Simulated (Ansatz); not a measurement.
BN, response to strain

The reference is BN (space group P6_3/mmc, No. 194; a = 2.506 Å, c = 6.615 Å; layered, stacked along the Cartesian z axis). Axes: x lies along a and z along c of the hexagonal cell.

Strains are applied to the cell and any free atomic positions relax; under biaxial strain the out-of-plane vector relaxes too.

Calculations: PBE-D3(BJ) (Ansatz, a first-principles code; PAW; 420 eV plane waves; no spin-orbit coupling).

Candidates:
(a) biaxial strain +3.00 %, plane normal [001], relaxed out of plane
(b) biaxial strain +1.80 %, plane normal [001], relaxed out of plane
(c) biaxial strain +0.60 %, plane normal [001], relaxed out of plane
(d) biaxial strain +1.20 %, plane normal [001], relaxed out of plane

Base values:

```
Item        Value
--------  -------
Band gap  4.24 eV
```

Task: Order them by band gap, lowest first.

Result: (a) biaxial strain +3.00 %, plane normal [001], relaxed out of plane (4.08 eV), (b) biaxial strain +1.80 %, plane normal [001], relaxed out of plane (4.15 eV), (d) biaxial strain +1.20 %, plane normal [001], relaxed out of plane (4.18 eV), (c) biaxial strain +0.60 %, plane normal [001], relaxed out of plane (4.21 eV)

Stability against distortions was not tested.
